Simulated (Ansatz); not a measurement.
```yaml
crystal:
  lattice:
    - [4.52092, 0.00000, 0.00000]
    - [2.26046, 3.91523, 0.00000]
    - [2.26046, -1.30508, 3.76666]
  atoms:
    - { symbol: Sn, position: [0.99766, 0.00117, 0.00351] }
    - { symbol: Sn, position: [0.50234, 0.24883, 0.74649] }
```

No spin polarisation.

Level of theory: Ansatz (an electronic-structure program) LDA, no SOC. Γ-centred 16×16×16 mesh, Fermi–Dirac width 0.1 eV.

Predict the band gap, space group and in-plane stress.

The band gap comes out as zero, the space group comes out as R-3m (No. 166) and the mean in-plane stress (compression positive) comes out as +1.2 GPa.

The cells carry an imposed strain or load. Stability against distortions was not tested. The cell was made from Sn in the diamond structure (space group Fd-3m, No. 227) by this change: biaxial strain −1.25 %, plane normal [111], relaxed out of plane.
